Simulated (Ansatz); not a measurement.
Data:

```yaml
crystal:
  lattice:
    - [4.65743, 0.00000, 0.00000]
    - [-2.32871, 4.03345, 0.00000]
    - [0.00000, 0.00000, 7.57123]
  atoms:
    - { symbol: Mg, position: [0.33333, 0.66667, 0.99664] }
    - { symbol: Mg, position: [0.66667, 0.33333, 0.49664] }
    - { symbol: Te, position: [0.33333, 0.66667, 0.37336] }
    - { symbol: Te, position: [0.66667, 0.33333, 0.87336] }
```

Level of theory: PBEsol with spin-orbit coupling, rigid bands (plane waves, PAW; Ansatz, a first-principles code). Condition of this run: hydrostatic pressure -2 GPa (the target of the relaxation). How the cell was made: cell and atoms relaxed with PBEsol, then loaded as said.

Task: What conductivity effective mass do dilute holes have at 300 K?

Result: 1.37 (x), 1.37 (y), 0.98 (z) mₑ.

Task: Predict the electron conductivity mass (n e² τ/σ) at 300 K, by direction if it differs.

Result: 0.174 (x), 0.174 (y), 0.157 (z) mₑ.

Task: And the band gap?

Result: 1.86 eV at this level; semilocal functionals usually fall short of the measured gap.

Rigid bands, one relaxation time for all states, no polarons.
